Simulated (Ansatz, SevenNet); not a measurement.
For CsSnBr₃ (Pm-3m, No. 221, 5 atoms in the cell; start mp-27214), the machine-learned potential SevenNet-0 (trained on PBE and PBE+U data) gives:

```
Property               Value
------------------  --------
lattice constant a   5.895 Å
bulk modulus B0     20.7 GPa
```

Task: What does PBE (PAW; Ansatz, a quantum-chemistry and plane-wave program) give for the same quantities?

Result: 
- lattice constant a: 5.895 Å (stays essentially unchanged)
- bulk modulus: 19.4 GPa (drops by 6.3 %)

Changes are worked out from the printed values.

Unless a cell is named, each level is at its own relaxed cell (SevenNet-0 40.97, PBE 40.97 Å³/atom).

Caveats: the bulk modulus is −V dP/dV from two relaxed cells at ±2 % in volume (PBE); the relaxation could not lower the start's symmetry, so the cell can be a saddle point above a distorted one (SevenNet-0, PBE). Ansatz's density-functional and Hartree–Fock values are scalar-relativistic unless marked +SOC, with PAW data made under PBE.

A start named mp-… is a Materials Project structure, which need not be a measured phase.
